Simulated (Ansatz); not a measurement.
The reference is YN in the rock salt structure (space group Fm-3m, No. 225; a = 4.856 Å).

Now apply this change: the cell is scaled by 1.0033 in all directions; the atoms relax in the strained cell.

Levels (all Ansatz, a program for electronic structure, PAW, earlier PAW set): PBEsol (420 eV, spin-orbit coupling left out); PBEsol+SOC (420 eV, noncollinear with spin-orbit coupling).

The geometry is relaxed with PBEsol.

- PBEsol width of the top valence band: 2.30 eV
- PBEsol gap character: indirect, Γ → X
- PBEsol lowest conduction level above the VBM at special points: X 0.09 eV; K 2.41 eV; U 2.41 eV; Γ 3.11 eV

With PBEsol+SOC at the same geometry, the width of the top valence band hardly moves (2.30 eV against 2.31 eV); the gap character is still indirect, Γ → X; the lowest conduction level above the VBM at special points becomes X 0.07 eV; K 2.40 eV; U 2.40 eV; Γ 3.08 eV (PBEsol: X 0.09 eV; K 2.41 eV; U 2.41 eV; Γ 3.11 eV). The threefold valence maximum splits by Δso ≈ 0.06 eV.

Single points use the geometry relaxed with PBEsol. The spin-orbit shifts are approximate. No phonon test of stability was made. The zero or small gap of YN can change with the level of theory.
